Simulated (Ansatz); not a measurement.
Data:

```yaml
crystal:
  lattice:
    - [5.46950, 0.00000, 0.00000]
    - [1.60105, 5.22992, 0.00000]
    - [1.60105, 1.18426, 2.18886]
  atoms:
    - { symbol: Ti, position: [0.50000, 0.50000, 0.00000] }
    - { symbol: Ti, position: [0.00000, 0.00000, 0.50000] }
    - { symbol: O, position: [0.30432, 0.30432, 0.89136] }
    - { symbol: O, position: [0.69568, 0.69568, 0.10864] }
    - { symbol: O, position: [0.19568, 0.80432, 0.00000] }
    - { symbol: O, position: [0.80432, 0.19568, 0.00000] }
```

The cell is taken as given; by r2SCAN it stands under a pressure of -1.0 GPa.

Transport runs along the normal of the first two printed cell vectors, the (111) plane of the conventional cell.

The gap is the functional's own, uncorrected, and κ follows it; spin-orbit coupling is left out. Mid-gap means the computed energy nearest the middle.

Question: Estimate the band gap and the smallest decay constant κ at mid-gap that r2SCAN run with Ansatz (an electronic-structure program) returns for this system.

Answer: Gap 2.20 eV on a 14×14×14 mesh; κ = 0.301 1/Å, at the zone centre.
